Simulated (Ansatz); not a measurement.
1T (CdI2-type) NiTe2 (model structure) was calculated with r²SCAN in Ansatz (PAW).

Rigid layers of the crystal as relaxed at this level are moved apart or together:

```tsv
run	k mesh	layer repeat (Å)	energy against free layers (meV/Å²)	gap on the mesh (eV)
1	12×12×8	4.97	-10.64	0.000
2	12×12×8	5.12	-15.40	0.000
3	12×12×6	5.27	-17.84	0.000
4	12×12×6	5.47	-18.60	0.000
5	12×12×6	5.77	-17.06	0.000
6	12×12×6	6.27	-11.95	0.000
7	12×12×6	7.27	-3.32	0.000
8	12×12×4	9.27	-0.20	0.000
```

The lowest energy of these points lies at a layer repeat of 5.47 Å.

Spin–orbit coupling is not included.

A model structure was made by putting elements into a prototype or built by hand; it is no filed structure, need not be a known phase, and can be a saddle point held by its symmetry.

Ansatz is a first-principles code.
